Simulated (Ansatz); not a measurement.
corundum: the defect Ni on the Al site (Ni_Al)

Calculation: PBE, PAW (plane waves to 420 eV; Ansatz, an electronic-structure program). A 2×2×1 supercell of 120 sites was used; the energies come from a 2×2×2 Γ-centred sampling of its zone. Site at the start: the Al site. Energies of charged states are corrected for periodic images (point charge plus alignment at distant sites). Dielectric constants: PBE linear response of the host. Host gap at this level: 5.85 eV. Finite-size and sampling errors can reach tenths of an eV here. PBE underestimates the host's gap, which shifts levels and can delocalise carriers. Spin–orbit coupling is left out, and no Hubbard U is applied to the open shells. Each state is the lowest found from its start.

Formation energies E_f are given with the Fermi level at the valence-band maximum. Chemical conditions: Al-rich (Δμ(Al) = 0.00 eV, Δμ(Ni) = -1.62 eV, bounded by Al3Ni (Pnma); only phases computed here count, gases as isolated molecules at 0 K); O-rich (Δμ(Al) = -7.45 eV, Δμ(Ni) = -0.99 eV, bounded by NiO (Fm-3m); only phases computed here count, gases as isolated molecules at 0 K). Reference phases: Al: fcc Al, Ni: fcc Ni, ferromagnetic.

| charge | moment (μB) | point group | largest move off a lattice site (Å) | image correction with alignment (eV) | E_f, Al-rich (eV) | E_f, O-rich (eV) | above the lowest spin state (eV) |
|---|---|---|---|---|---|---|---|
| +1 | not spin-polarised | C3 | 0.10 | 0.24 | 6.50 | -1.58 | 0.00 |
| +1 | 0.0 | C3 | 0.10 | 0.24 | 6.50 | -1.58 | 0.00 |
| 0 | 1.0 | C1 | 0.10 | 0.00 | 7.76 | -0.32 | 0.00 |
| 0 | 1.0 | C1 | 0.10 | 0.00 | 7.76 | -0.32 | 0.00 |
| −1 | 2.0 | C3 | 0.12 | 0.11 | 9.73 | 1.65 | 0.00 |
| −1† | not spin-polarised | – | 0.13 | 0.11 | – | – | 1.14 |
| −2 | 1.0 | C1 | 0.35 | 0.59 | 15.16 | 7.07 | 0.00 |

† A higher spin state that isn't settled.

Point groups are those of the whole cell at tolerances of 0.03 and 0.1 Å ("near" where only the looser one holds); none is given for unsettled states.

Starting moments that weren't kept: charge +1 began with 4 μB and ended with 0.0; charge 0 began with 3 μB and ended with 1.0.

Transition levels above the valence-band maximum: ε(+1/0) = 1.27 eV; ε(0/−1) = 1.96 eV; ε(−1/−2) = 5.43 eV. On the lower envelope of the bound states, inside the gap: (+1/0) at 1.27 eV; (0/−1) at 1.96 eV; (−1/−2) at 5.43 eV.

Flagged in the runs: a host whose relaxation on this sampling wasn't shown to rest.

All states together cost around 6 core-hours (rough).
